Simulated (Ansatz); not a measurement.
BN (P6_3mc) under hydrostatic pressure (compression positive): electron mass along z by PBE, rigid bands (plane waves, PAW, scalar-relativistic; Ansatz, a quantum-chemistry and plane-wave program). The unloaded cell, whose axes the loads refer to:

```
CELL_PARAMETERS angstrom
      2.54101     0.00000     0.00000
     -1.27050     2.20058     0.00000
      0.00000     0.00000     4.20329
ATOMIC_POSITIONS crystal
  B  0.33333 0.66667 0.00027
  B  0.66667 0.33333 0.50027
  N  0.33333 0.66667 0.37473
  N  0.66667 0.33333 0.87473
```

```json
[
 {"hydrostatic pressure (compression positive) (GPa)": "-18", "volume per atom (Å³)": "6.19", "electron mass along z (mₑ)": "0.316"},
 {"hydrostatic pressure (compression positive) (GPa)": "-9", "volume per atom (Å³)": "6.02", "electron mass along z (mₑ)": "0.312"},
 {"hydrostatic pressure (compression positive) (GPa)": "0", "volume per atom (Å³)": "5.88", "electron mass along z (mₑ)": "0.308"},
 {"hydrostatic pressure (compression positive) (GPa)": "9", "volume per atom (Å³)": "5.75", "electron mass along z (mₑ)": "?"},
 {"hydrostatic pressure (compression positive) (GPa)": "18", "volume per atom (Å³)": "5.63", "electron mass along z (mₑ)": "0.301"}
]
```

Q: Fit a straight line to ln(electron mass along z) against the load over the rows given, and predict the row at 9 GPa.

A: The means are x̄ = -2.250 GPa and ȳ = -1.1738; Σ(x − x̄)(y − ȳ) = -0.9565 and Σ(x − x̄)² = 708.8, so the slope is -0.135 % per GPa, and the rows given lie within 0.085 % of the line. At 9 GPa the line gives 0.305 mₑ; the calculation gives 0.304 mₑ, 0.18 % from it.

Masses are for dilute carriers at 300 K, harmonic means over directions unless an axis is named. Spin-orbit coupling is left out. Stresses and pressures are the targets of the relaxation. The structure type is held at every load. Geometry: cell and atoms relaxed with PBEsol.
